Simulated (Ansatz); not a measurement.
Here is the system:

```
S2Si
1.0
   -2.75084     2.75084     4.30231
    2.75084    -2.75084     4.30231
    2.75084     2.75084    -4.30231
Si S
2 4
Direct
  0.75000   0.25000   0.50000
  0.00000   0.00000   0.00000
  0.10023   0.12500   0.47523
  0.87500   0.35023   0.97523
  0.64977   0.62500   0.52477
  0.37500   0.89977   0.02477
```

Level of theory: r2SCAN, rigid bands (plane waves, PAW, scalar-relativistic; Ansatz, a first-principles code). Condition of this run: functional r2SCAN on the same cell. How the cell was made: cell and atoms relaxed with PBEsol.

Q: Predict the electron conductivity mass (n e² τ/σ) at 300 K, by direction if it differs.

A: 0.62 (x), 0.62 (y), 0.38 (z) mₑ.

Q: What conductivity effective mass do dilute holes have at 300 K?

A: 1.29 (x), 1.29 (y), 1.32 (z) mₑ.

Q: And the band gap?

A: 3.38 eV at this level; semilocal functionals usually fall short of the measured gap.

Rigid bands, one relaxation time for all states, no polarons. Spin-orbit coupling is left out; where it splits the top of the valence band it changes the hole mass and lowers the gap by about a third of the splitting. Geometry: cell and atoms relaxed with PBEsol.

Formula and space group known from diffraction (Crystallography Open Database), not checked to be the room-temperature form: SiS2 (I-42d).
